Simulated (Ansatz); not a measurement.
**Response to strain in InP**

Take InP in the zinc blende structure (space group F-43m, No. 216; a = 5.827 Å) as the base. Axes: x, y, z lie along the cube axes.

Strains are applied to the cell and any free atomic positions relax; under biaxial strain the out-of-plane vector relaxes too.

Computed with LDA (Ansatz, an electronic-structure program; PAW; 420 eV plane waves; scalar-relativistic without spin-orbit coupling).

```json
[
 {"biaxial strain, plane normal [001], relaxed out of plane (%)": "0", "out-of-plane strain (%)": "0.00"},
 {"biaxial strain, plane normal [001], relaxed out of plane (%)": "0.5", "out-of-plane strain (%)": "-0.56"},
 {"biaxial strain, plane normal [001], relaxed out of plane (%)": "1", "out-of-plane strain (%)": "?"},
 {"biaxial strain, plane normal [001], relaxed out of plane (%)": "1.5", "out-of-plane strain (%)": "-1.71"},
 {"biaxial strain, plane normal [001], relaxed out of plane (%)": "2", "out-of-plane strain (%)": "-2.29"},
 {"biaxial strain, plane normal [001], relaxed out of plane (%)": "2.5", "out-of-plane strain (%)": "-2.87"},
 {"biaxial strain, plane normal [001], relaxed out of plane (%)": "3", "out-of-plane strain (%)": "-3.46"}
]
```

### Question
Fit ε⊥ = −νε + γε² (strains in %) to the rows shown and predict the withheld row.

### Answer
Least squares on the printed values gives ν = 1.12 (the biaxial Poisson response) and γ = -0.010 (largest residual 0.00 %); this predicts -1.13 %, and the run gives -1.13 %, in agreement.

Stability against distortions was not tested.
